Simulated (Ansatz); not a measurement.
The parent structure is TaGe2 in the fluorite structure (space group Fm-3m, No. 225; a = 6.189 Å; a hypothetical phase, not in the database extracts checked).

Levels (all Ansatz, a quantum-chemistry and plane-wave program, PAW): PBEsol (420 eV, no SOC); r2SCAN (500 eV, no spin-orbit coupling).

The geometry is relaxed with PBEsol.

```
Quantity          Result
---------------  -------
PBEsol pressure  0.0 GPa
```

Task: What does r2SCAN give at this geometry for the pressure?

Result: The pressure goes from zero to 2.2 GPa.

Single points use the geometry relaxed with PBEsol. Their cutoffs differ, which shifts pressures a little. No phonon test of stability was made. The final runs are not spin-polarised. An odd electron count without spin: TaGe2. TaGe2 has a high density of states at the Fermi level and may be magnetic at this level.
